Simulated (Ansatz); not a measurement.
CsCl-type CsCl: LDA at its full settings (plane-wave cutoff 520 eV, 8×8×8 k mesh, Fermi–Dirac smearing 0.01 eV, scalar-relativistic PAW data made under PBE) and at cheaper ones, in a cell of 2 atoms with Γ-centred meshes.

| level and setting | lattice parameter a (Å) | bulk modulus B0 (GPa) |
|---|---|---|
| LDA (Ansatz) | 3.970 | 24.8 |
| LDA (2×2×2 k mesh) (Ansatz) | 4.045 | 23.2 |
| LDA (4×4×4 k mesh) (Ansatz) | 3.970 | 24.8 |

Largest shifts from the full settings: lattice constant a +1.89 % (LDA (2×2×2 k mesh)), against a difference of -3.71 % of the full result from the reference 4.123 Å (measured, 300 K, no zero-point or thermal correction; as tabulated in Wikipedia's data pages); bulk modulus -6.5 % (LDA (2×2×2 k mesh)), against a difference of +36 % of the full result from the reference 18.2 GPa (measured, room temperature, not corrected to a static lattice; as tabulated in Solovyeva et al. (2016), arXiv:1605.08080).

Ansatz's density-functional and Hartree–Fock values are scalar-relativistic unless marked +SOC, with PAW data made under PBE.

Run with cheap settings on purpose, which may leave them unconverged: LDA (2×2×2 k mesh), LDA (4×4×4 k mesh).

Ansatz is a quantum-chemistry and plane-wave program.
